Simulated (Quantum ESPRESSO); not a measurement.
A working Quantum ESPRESSO input for TaCoAs (Pnma, 12 atoms in the cell) (DFT, LDA (PZ), plane waves, GBRV 1.5 ultrasoft (LDA) pseudopotentials):

```fortran
&CONTROL
    calculation = 'scf',
    prefix = 'TaCoAs',
    outdir = './out',
    pseudo_dir = './',
    tprnfor = .true.,
    tstress = .true.,
/
&SYSTEM
    ibrav = 0,
    nat = 12,
    ntyp = 3,
    ecutwfc = 50,
    ecutrho = 400,
    occupations = 'smearing',
    smearing = 'fd',
    degauss = 0.0073499,
    nspin = 2,
    starting_magnetization(2) = 0.176,
/
&ELECTRONS
    conv_thr = 1.0d-9,
    mixing_beta = 0.3,
/
ATOMIC_SPECIES
Ta   180.9479  ta_lda_v1.uspp.F.UPF
Co    58.9332  co_lda_v1.2.uspp.F.UPF
As    74.9216  as_lda_v1.uspp.F.UPF
ATOMIC_POSITIONS {alat}
Ta    0.52021000    0.14713563    0.94652356
Ta    0.47979000    0.44140688    0.19206921
Ta    0.97979000    0.44140688    0.37722717
Ta    0.02021000    0.14713563    0.76136560
Co    0.64744000    0.14713563    0.49221366
Co    0.35256000    0.44140688    0.64637912
Co    0.85256000    0.44140688    1.06151004
Co    0.14744000    0.14713563    0.07708273
As    0.78115000    0.14713563    0.13886277
As    0.21885000    0.44140688    0.99973000
As    0.71885000    0.44140688    0.70815916
As    0.28115000    0.14713563    0.43043361
K_POINTS {automatic}
3 5 3  0 0 0
CELL_PARAMETERS {angstrom}
   6.27659000     0.00000000     0.00000000
   0.00000000     3.69404000     0.00000000
   0.00000000     0.00000000     7.14648000
```

The run converged in 20 iterations: free energy E − TS -26132.6984 eV; Fermi level (on the code's own zero) 17.92 eV; pressure -8.81 GPa; largest force (vector length) 0.326 eV/Å; size of the cell's spin moment 0.00 μB. Each of these slips is then made, one at a time:

(1)
```diff
-    smearing = 'fd',
+    smearing = fd,
```

(2)
```diff
+    electron_maxstep = 5,
```

Q: How does each altered input end?

A: 
(1) A string without quotes in a namelist. The program stopped before any SCF iteration.
```
Error in routine  read_namelists (1):
bad line in namelist &system: "    degauss = 0.0073499," (error could be in the previous line)
```

(2) An iteration limit that is too low. The run ended unconverged after 5 iterations.

The starting cell comes from a database of computed structures (which also holds hypothetical and non-ambient phases and stackings), without a prior relaxation at this level. The starting moments vanished: the run ended non-magnetic, which need not be the lowest state. In the base run, with a pressure of about -9 GPa the cell is away from its equilibrium volume at this level. Without a gap this mesh is coarse (it stands for a supercell whose shortest vector is 18 Å).

Left out of this page: 4 runs of the series outside the window shown, repeating another row's setting, or not comparable; 1 run of the series stopped by limits of time or memory.
